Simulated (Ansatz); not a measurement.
**Effect of tensor shear ε_xy = +1.14 % on Sn**

The reference is Sn in the diamond structure (space group Fd-3m, No. 227; a = 6.474 Å; relaxed with 0.1 eV smearing). Axes: x, y, z lie along the cube axes.

One thing is altered: a pure shear with ε_xy = ε_yx = 0.0114; the atoms relax in the strained cell.

All numbers come from DFT with LDA, PAW potentials and a 420 eV plane-wave cutoff in Ansatz (a first-principles code), no spin-orbit coupling. Γ-centred 16×16×16 mesh, Fermi–Dirac width 0.1 eV.

The volume per atom hardly moves (33.93 Å³ against 33.92 Å³) and the shortest interatomic distance decreases by 0.0065 Å (2.804 Å → 2.797 Å). The energy increases by 1.6 meV/atom and the pressure (mean of the normal stresses, compression positive) is still 0.0 GPa. The band gap remains zero and the stress (xx, yy, zz, yz, xz, xy; compression positive) is (0.0, 0.0, 0.0, 0.0, 0.0, -0.7) GPa.

Whether these cells are dynamically stable was not tested.
